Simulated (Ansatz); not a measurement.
An Ansatz (a quantum-chemistry and plane-wave program) run: Bi with a change (pressure 0.7 GPa); PBEsol in Ansatz (plane waves to 420 eV, PAW, no SOC).

Input:

Ansatz 0.2 input:
```yaml
crystal:
  lattice:
    - [3.5352239252, -3.0882440204, -0.0014481936]
    - [3.5352239252, 3.0882440204, -0.0014481936]
    - [-1.5045971668, 0, 2.948729037]
  atoms:
    - { symbol: Bi, position: [0.2499728916, 0.2499728916, 0.3580129381] }
    - { symbol: Bi, position: [0.7500271084, 0.7500271084, 0.6419870619] }
basis: { ecutwfc: 420, ecutrho_ratio: 4, xc_grid: 2, fft_grid_basis: typed }
kpoints: { mp_grid: { grid: [11, 11, 16] } }
hamiltonian:
  xc: pbesol
  dispersion: none
  pseudopotentials: { kind: paw }
scf: { occupations: { method: fermi_dirac, width: 0.05 } }
relax: { f_tol: 0.01, max_steps: 60, cell: { stress_tol: 0.02, p_target: 0.7 } }
output: { forces: true, stress: true }
checkpoint: { write: state.ck, write_every: 1000 }
```

Output (explanatory and most iteration lines left out):

```
Relaxation: its limit of steps is 60 (relax.max_steps)
Pseudopotential: Bi, paw, valence charge 15
Crystal: 2 atoms, lattice volume = 64.373 Å³
Basis set: ecut = 420 eV, 1269 PW (Γ), exchange–correlation on 64×64×48 points (8 copies of the dense FFT grid, shifted against one another)
Bands: 19, of which v1, the nominal top of the filled ones, is band 15 counted from 1 (14 counted from 0)
Symmetry: 4 space group operations
Space group: C2/m (ITA 12), of the structure as read, at distance tolerance 4.0e-5 Å
k-points: 534 of 1936
Functional: x = pbesol(κ = 0.804, μ = 0.12345679012345678), c = pbesol(β = 0.046)
SCF iter   1: F=—  HF=-24483.966154 eV  |F-HF|=—  |Δ(HF+E_count)|=         —  Δρ=1.57e-3  dr2=1.51e-3  ethr=1.77e-3  ⟨swp⟩=6.2  Hψ=48944  notcnv=0
SCF iter   2: F=—  HF=-24483.964664 eV  |F-HF|=—  |Δ(HF+E_count)|=   1.49e-3  Δρ=1.06e-3  dr2=7.34e-4  ethr=5.03e-6  ⟨swp⟩=2.4  Hψ=21784  notcnv=0  defer=4
SCF 1 converged in 6 iterations: F = -24483.964443 eV  dr2 = 3.98e-8
relax step   1: F+E_penalty+E_count = -24483.96444310 eV  Δ(F+E_penalty+E_count) = +0.000e0 eV  max|allowed force component| = 1.211e-3 eV/Å  Δτ_max = 0.0000 Å  P = +0.300 GPa  Ω = 64.373 Å³  (6 SCF iters, dr2 threshold 1.00e-7 eV, accepted)
[... steps on the carried basis left out ...]
relax step   4: F+E_penalty+E_count = -24483.96307198 eV  Δ(F+E_penalty+E_count) = +8.011e-5 eV  max|allowed force component| = 7.957e-4 eV/Å  Δτ_max = 0.0000 Å  P = +0.698 GPa  Ω = 63.932 Å³  stress off target by 7.93e-3 GPa  SCF on the basis re-selected at this cell (its energy is not comparable with the rows above)  (5 SCF iters)
SCF converged after 5 iterations
Free energy (F): -24483.963072 eV
Internal energy: -24483.953163 eV  (E = F + TS)
E sigma→0 (E₀):  -24483.958118 eV
Entropy (-TS):   -0.009908 eV (-4.954 meV/atom)
Fermi energy:    11.099229 eV
--- Forces (eV/Å), atoms counted from 1 ---
  atom   1  Bi    -0.00079570     0.00000000    -0.00026300
  atom   2  Bi     0.00079570    -0.00000000     0.00026300
--- Stress (GPa, compression-positive) ---
        0.694888       0.000000       0.002083
        0.000000       0.704220       0.000000
        0.002083       0.000000       0.693608
  P = ⅓ Tr σ = 0.6976 GPa (6.976 kbar)
--- Relaxed structure (3 steps of the walk, 3 accepted, 1 SCFs on fresh bases) ---
  cell:  # Å, volume = 63.9316 Å³
    - [3.5265770693373644, -3.0815849239055884, -0.0019661709159312143]
    - [3.5265770693373644, 3.0815849239055884, -0.0019661709159312173]
    - [-1.5013517430723824, -1.4351963489382805e-18, 2.9422654872577185]
  atoms:
    - { symbol: Bi, position: [0.2499317834928287, 0.2499317834928287, 0.35818768385024585] }
    - { symbol: Bi, position: [0.7500682165071715, 0.7500682165071715, 0.6418123161497542] }
```

Load acts through the strain it causes; cell and atoms are relaxed under it. No phonon test of stability was made. The cell was made from Bi (space group C2/m, No. 12; a cell from a computed database, its experimental status unchecked) by this change: pressure 0.7 GPa. This is not the structure that Bi has at room temperature and ambient pressure.
